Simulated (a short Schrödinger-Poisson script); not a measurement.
Structure: gated Al0.3Ga0.7As/GaAs modulation-doped gas, at 77 K.

```csv
layer,material,thickness (nm),Nd (cm⁻³),Na (cm⁻³)
1,Al0.3Ga0.7As,20,-,-
2,Al0.3Ga0.7As,20,8.6e17,-
3,Al0.3Ga0.7As,40,-,-
4,GaAs,6000,-,5e14
```

Constants are typed, rounded textbook-type inputs, not results; the design itself was drawn at random and stands for no fabricated device. Al0.3Ga0.7As: permittivity 12.05, conduction-band edge (eV) 0.237, gap (eV) 1.798, electron mass (mₑ) 0.0919, Nv at 300 K (cm⁻³) 9e18. GaAs: permittivity 12.9, conduction-band edge (eV) 0, gap (eV) 1.424, Nv at 300 K (cm⁻³) 9e18.

Channel valleys (confinement mass, in-plane density-of-states mass, number): Γ 0.067, 0.067, 1. At the gate the conduction-band edge of layer 1 lies 0.99 eV − eVg above the Fermi level of the channel; the field vanishes at the back. Donor level 0.05 eV below the band edge. The barrier under the gate holds no holes. Gaps are held at their typed values at every temperature. Mesh 0.08 nm at interfaces.

From a short Schrödinger-Poisson script (our own, NumPy): 1D Poisson equation in equilibrium, electrons quantum, Hartree plus LDA exchange-correlation (BenDaniel-Duke, 40 states a valley, the channel's in-plane mass for all, wave functions free to enter the barrier), parabolic valleys, classical holes, donors ionised by Fermi statistics, acceptors fully, no traps, pinning or gate leakage.

Task: List the lowest subbands of each valley and their electrons at Vg = 0.5 V.

Result: 
| valley | subband | energy from the Fermi level (meV) | electrons (cm⁻²) | share (%) |
|---|---|---|---|---|
| Γ | 0 | -0.6 | 1.37e11 | 95.0 |
| Γ | 1 | 22.1 | 6.51e9 | 4.5 |
| Γ | 2 | 38.4 | 5.66e8 | 0.4 |

All electrons: 1.44e11 cm⁻².
